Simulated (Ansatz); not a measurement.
Start from Ir in the fcc (Cu type) structure (space group Fm-3m, No. 225; a = 3.812 Å; relaxed with 0.1 eV smearing). Axes: x, y, z lie along the cube axes.

Level of theory: LDA/PAW in Ansatz (a program for electronic structure), no spin-orbit coupling.

One thing is altered: a pure shear with ε_xy = ε_yx = 0.0057, atoms relaxed at fixed cell.

Q: What happens to the energy relative to the base?

A: The energy goes up by 1.6 meV/atom.

Q: Predict the new stress.

A: The stress (xx, yy, zz, yz, xz, xy; compression positive) is (0.1, 0.1, 0.0, 0.0, 0.0, -3.3) GPa.

The cells carry an imposed strain or load. Whether these cells are dynamically stable was not tested. All final runs are without spin polarisation.
